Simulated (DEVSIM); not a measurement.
System: Al/SiO2/p-Ge capacitor, at 500 K.

```tsv
layer (left to right)	material	thickness (nm)	Na (cm⁻³)
1	SiO2	8.00	-
2	Ge	7100	7.1e15
```

Metal gate on the left, work function 4.1 eV. Fixed charge at the semiconductor interface 1.8e12 cm⁻² (in units of +e); interface traps 3.4e11 cm⁻² eV⁻¹, uniform in energy, neutral level at 0.5 of the gap above the valence band.

This is a model device: material constants are rounded textbook-type values typed into the input, and sizes, dopings and lifetimes were drawn at random. Values at 300 K; Nc and Nv go as T^1.5, mobilities as T to minus their exponent, the gap by Varshni's rule with the affinity fixed.

```tsv
parameter	SiO2	Ge
gap (eV)	9	0.664
affinity (eV)	0.9	4
permittivity	3.9	16
Nc (cm⁻³)	-	1.04e19
Nv (cm⁻³)	-	6e18
Varshni α (eV/K)	-	0.000477
Varshni β (K)	-	235
```

Model (solved in DEVSIM): 1D Poisson equation in equilibrium, Boltzmann statistics, complete ionisation; no quantum confinement or tunnelling. Metal contacts follow the ideal Schottky-Mott rule: no Fermi-level pinning, no interface dipoles.

Problem. Tabulate band edges, carrier densities and field at -1.75 V on the gate.

Solution. Energies count from the Fermi level of the right contact; mesh points crowd at the junctions.

| x (μm) | Ec (eV) | Ev (eV) | n (cm⁻³) | p (cm⁻³) | field (V/cm) |
|---|---|---|---|---|---|
| 0.000 | 4.950 | -4.050 | < 1e2 | < 1e2 | -1700000 |
| 0.001351 | 4.727 | -4.273 | < 1e2 | < 1e2 | -1700000 |
| 0.003804 | 4.321 | -4.679 | < 1e2 | < 1e2 | -1700000 |
| 0.006389 | 3.894 | -5.106 | < 1e2 | < 1e2 | -1700000 |
| 0.008214 | 0.525 | -0.057 | 1.1e14 | 3.4e18 | -180000 |
| 0.01005 | 0.497 | -0.085 | 2.2e14 | 1.8e18 | -130000 |
| 0.01432 | 0.455 | -0.127 | 5.8e14 | 6.7e17 | -77000 |
| 0.03053 | 0.382 | -0.200 | 3.2e15 | 1.2e17 | -27000 |
| 0.06211 | 0.334 | -0.248 | 9.6e15 | 4.1e16 | -7900 |
| 0.1358 | 0.313 | -0.269 | 1.6e16 | 2.5e16 | -690 |
| 0.3077 | 0.311 | -0.271 | 1.7e16 | 2.4e16 | ≈ 0 |
| 0.9593 | 0.311 | -0.271 | 1.7e16 | 2.4e16 | ≈ 0 |
| 2.229 | 0.311 | -0.271 | 1.7e16 | 2.4e16 | ≈ 0 |
| 4.663 | 0.311 | -0.271 | 1.7e16 | 2.4e16 | ≈ 0 |
| 6.310 | 0.311 | -0.271 | 1.7e16 | 2.4e16 | ≈ 0 |
| 6.766 | 0.311 | -0.271 | 1.7e16 | 2.4e16 | ≈ 0 |
| 6.967 | 0.311 | -0.271 | 1.7e16 | 2.4e16 | ≈ 0 |
| 7.048 | 0.311 | -0.271 | 1.7e16 | 2.4e16 | ≈ 0 |
| 7.089 | 0.311 | -0.271 | 1.7e16 | 2.4e16 | ≈ 0 |
| 7.101 | 0.311 | -0.271 | 1.7e16 | 2.4e16 | ≈ 0 |
| 7.106 | 0.311 | -0.271 | 1.7e16 | 2.4e16 | ≈ 0 |
| 7.108 | 0.311 | -0.271 | 1.7e16 | 2.4e16 | ≈ 0 |
